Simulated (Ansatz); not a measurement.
Take IrO₂ in the rutile structure (space group P4_2/mnm, No. 136; a = 4.529 Å, c = 3.180 Å) as the base. Axes: x, y, z lie along a, b, c of the conventional cell.

Structures relaxed with PBE in Ansatz (plane waves to 420 eV, PAW, scalar-relativistic without spin-orbit coupling), earlier PAW set.

Base:

Simulated powder pattern, Cu Kα1, λ = 1.54056 Å (kinematic, ideal powder, no thermal factors, no anomalous dispersion; the 8 strongest lines at most, above 2 %, up to 2θ = 90°):

```tsv
2θ (°)	I/Imax (%)	hkl
27.83	100	(110)
34.43	97	(101)
39.77	29	(200)
53.60	70	(211)
65.07	17	(310)
65.49	19	(112)
68.77	19	(301)
82.49	17	(321)
```

Modification: biaxial strain −0.74 %, plane normal [001], relaxed out of plane (Cartesian); in-plane vectors clamped, the third vector and the atoms free.

After the change:

Simulated powder pattern, Cu Kα1, λ = 1.54056 Å (kinematic, ideal powder, no thermal factors, no anomalous dispersion; the 8 strongest lines at most, above 2 %, up to 2θ = 90°):

```json
[
 {"2θ (°)": "28.04", "d (Å)": "3.179", "I/Imax (%)": "100", "hkl": "(110)"},
 {"2θ (°)": "34.41", "d (Å)": "2.604", "I/Imax (%)": "99", "hkl": "(101)"},
 {"2θ (°)": "40.08", "d (Å)": "2.248", "I/Imax (%)": "29", "hkl": "(200)"},
 {"2θ (°)": "53.83", "d (Å)": "1.702", "I/Imax (%)": "70", "hkl": "(211)"},
 {"2θ (°)": "65.33", "d (Å)": "1.427", "I/Imax (%)": "19", "hkl": "(112)"},
 {"2θ (°)": "65.61", "d (Å)": "1.422", "I/Imax (%)": "17", "hkl": "(310)"},
 {"2θ (°)": "69.19", "d (Å)": "1.357", "I/Imax (%)": "19", "hkl": "(301)"},
 {"2θ (°)": "83.08", "d (Å)": "1.162", "I/Imax (%)": "17", "hkl": "(321)"}
]
```

The indices refer to the base's conventional cell; one index is shown for lines that coincide.

Whether these cells are dynamically stable was not tested. No Hubbard U is applied, and correlation can decide whether such a compound is a metal. All final runs are without spin polarisation.

Ansatz is a program for electronic structure.
